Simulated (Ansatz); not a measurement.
The reference is CoO in the zinc blende structure (space group F-43m, No. 216; a = 4.567 Å; ferromagnetic; a cell from a computed database, its experimental status unchecked).

The values are results of plane-wave PAW DFT at the PBEsol+U (U_eff on d states: Co 3.32 eV) level (Ansatz, a program for electronic structure, 420 eV), no spin-orbit coupling, not measurements.

Each order is relaxed in cell and atoms; arrows give the starting signs on the magnetic atoms.

One change was made to it. Results:

The energy grows by 0.83 eV/atom (to 0.01 eV only: unlike meshes or grids); the shortest interatomic distance falls by 11.7 pm, from 197.8 pm to 186.1 pm; the band gap changes from 0.26 eV to zero.

Problem. Which of these changes matches the shifts?
A. non-magnetic
B. ↑↓ start, q = (0, 1/2, 1/2), 4 atoms
C. ↑↓ start, q = (0, 0, 1/2), 4 atoms

Solution. A, non-magnetic. For comparison, the band gap in the other runs: ↑↓ start, q = (0, 0, 1/2), 4 atoms gives 0.82 eV; ↑↓ start, q = (0, 1/2, 1/2), 4 atoms gives 0.84 eV.

Other magnetic orders, which the real material may have, were not ruled out. No phonon test of stability was made. The base started in R3m and relaxed to F-43m at this level. A gap here joins edges of opposite spin (a spin-flip gap). Spin-polarised in the final run: base, ↑↓ start, q = (0, 0, 1/2), 4 atoms and ↑↓ start, q = (0, 1/2, 1/2), 4 atoms; the other runs are not. The U values are a database's picks, fitted on other projectors than the ortho-atomic ones used here. A zero or small gap of CoO can be the functional's error rather than a property of the material.
